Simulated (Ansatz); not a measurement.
Worked example: self-consistent single point of Lu (P6_3/mmc, 2 atoms in the cell) in Ansatz (a quantum-chemistry and plane-wave program).

Level of theory: PBE with spin-orbit coupling (plane waves, PAW; Ansatz).

```
CELL_PARAMETERS angstrom
      1.75000    -3.03109     0.00000
      1.75000     3.03109     0.00000
      0.00000     0.00000     5.55000
ATOMIC_POSITIONS crystal
  Lu 0.33333 0.66667 0.25000
  Lu 0.66667 0.33333 0.75000
```

Reference input (self-consistent single point, DFT, PBE, plane waves, default PAW files): kpoints.mp_grid.grid = 10 10 6; hamiltonian.xc = pbe; hamiltonian.pseudopotentials = {kind: paw} (the program's default PAW files); scf.occupations.method = gaussian; scf.occupations.width = 0.0147 Ry. This run's input differs from it in these lines:

Ansatz 0.2 input:
```diff
@@ -14,2 +14,5 @@
   pseudopotentials: { kind: paw }
+magnetization:
+  noncollinear: true
+  spin_orbit: true
 scf:
```

The program printed (abridged):

```
SCF iter   1: F=—  HF=-29499.240773 eV  |F-HF|=—  |Δ(HF+E_count)|=         —  Δρ=1.85e-2  dr2=2.88e-1  dr2_m=0.00e0 (ungated)  ethr=3.10e-3  |M|=0.00e0 ∫|m|=0.00e0 μB  |m|>n=0.0e0 m-floor=0.0e0 τ_xc=0.0e0  β_m=0.30  ⟨swp⟩=6.9  Hψ=9259  notcnv=0
all-band conjugate gradients solve this SCF's bands
preconditioner: auto → Kerker (q_TF=auto, 2.655 Å⁻¹)
spin=Noncollinear: Kerker preconditioning applied to the charge; magnetization (m_x, m_y, m_z) channels mix plain (no charge-response kernel on spin).
   [... lines left out ...]
SCF iter   7: F=—  HF=-29499.169492 eV  |F-HF|=—  |Δ(HF+E_count)|=   1.42e-5  Δρ=5.86e-5  dr2=1.93e-6  dr2_m=0.00e0 (ungated)  ethr=1.95e-7  |M|=0.00e0 ∫|m|=0.00e0 μB  |m|>n=0.0e0 m-floor=0.0e0 τ_xc=0.0e0  β_m=0.93  ⟨swp⟩=2.8  Hψ=3146  notcnv=0  defer=218
SCF iter   8: F=-29499.169492 eV  HF=-29499.169492 eV  |F-HF|=1.53e-8  |Δ(HF+E_count)|=   6.10e-7  Δρ=1.41e-5  dr2=9.92e-8  dr2_m=0.00e0 (ungated)  ethr=2.00e-10  |M|=0.00e0 ∫|m|=0.00e0 μB  |m|>n=0.0e0 m-floor=0.0e0 τ_xc=0.0e0  ⟨swp⟩=13.3  Hψ=14457  notcnv=0
SCF 1 converged in 8 iterations: F = -29499.169492 eV  dr2 = 9.92e-8
Magnetization: |M| = 0.0000 μB,  M = (+0.0000, +0.0000, +0.0000) μB
Absolute magnetization: 0.0000 μB (∫|m|)
  site 0: m = (+0.0000, +0.0000, +0.0000) μB, |m| = 0.0000 μB  (R = 1.42 Å)
  site 1: m = (+0.0000, +0.0000, +0.0000) μB, |m| = 0.0000 μB  (R = 1.42 Å)
Free energy (F): -29499.169492 eV
Internal energy: -29499.096965 eV  (E = F + TS)
E sigma→0 (E₀):  -29499.133229 eV
Entropy (-TS):   -0.072528 eV (-36.264 meV/atom)
Fermi energy:    13.532921 eV
--- Forces (eV/Å), atoms counted from 1 ---
  atom   1  Lu     0.00000000     0.00000000     0.00000000
  atom   2  Lu     0.00000000    -0.00000000     0.00000000
--- Stress (GPa, compression-positive) ---
       -0.412731      -0.000000       0.000000
        0.000000      -0.412731       0.000000
        0.000000       0.000000      -1.418691
  P = ⅓ Tr σ = -0.7481 GPa (-7.481 kbar)
  The stress holds the Pulay correction. Without it, at fixed plane waves, as pw.x and ABINIT print it: P = -0.7918 GPa
```

The run converged in 8 iterations. Against the reference run the pressure goes from -0.45 to -0.75 GPa.

The starting cell has typed, rounded lattice constants, without a prior relaxation at this level. Ansatz's pressure includes its estimate of the finite-basis (Pulay) stress.

Cost on one core of a shared machine: roughly 30 s.
